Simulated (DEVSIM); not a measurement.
Structure: Schottky contact on p-type Si, at 350 K.

Layer 1 from the left is Si, thickness (μm) 16.0, Na (cm⁻³) 7.4e16, τn (s) 0.00028, τp (s) 0.00028.

Left contact: Schottky, work function 4.534 eV, emission velocity 3.7e6 cm/s. Right contact: ohmic. Voltage is applied to the left contact. Recombination: SRH at mid-gap. Mobility is constant in doping.

The device is made up for the run: typed textbook-type constants, with dimensions and the other settings drawn at random. Values at 300 K; Nc and Nv go as T^1.5, mobilities as T to minus their exponent, the gap by Varshni's rule with the affinity fixed.

Si: gap (eV) 1.124, affinity (eV) 4.05, permittivity 11.7, Nc (cm⁻³) 2.86e19, Nv (cm⁻³) 3.1e19, μn (cm²/Vs) 1417, μp (cm²/Vs) 470, T exponent of μn 2.3, T exponent of μp 2.2, Varshni α (eV/K) 0.000473, Varshni β (K) 636.

Problem. Estimate by hand the built-in potential, the peak field at zero bias, the capacitance at 1 V, and compare with a numerical solution.

Solution. 
- Built-in potential: barrier φB = 0.627 eV; Vbi = φB − kT/q ln(N_band/N) = 0.438 V; numerical 0.438 V.
- Peak field at zero bias: depletion approximation: W = √(2εVbi/(qN)) = 0.0875 μm with N = 7.40e16 cm⁻³; field = 2Vbi/W = 100000 V/cm; numerical 96000 V/cm (estimate above by 4.2 %).
- Capacitance at 1 V: C = √(qεN / 2(Vbi + |V|)) = 65.4 nF/cm²; numerical 66.1 nF/cm² (estimate below by 1.1 %).

Simulated with DEVSIM: 1D drift-diffusion, Boltzmann statistics, complete ionisation; no tunnelling, impact ionisation, image-force lowering or self-heating. Metal contacts follow the ideal Schottky-Mott rule: no Fermi-level pinning, no interface dipoles.
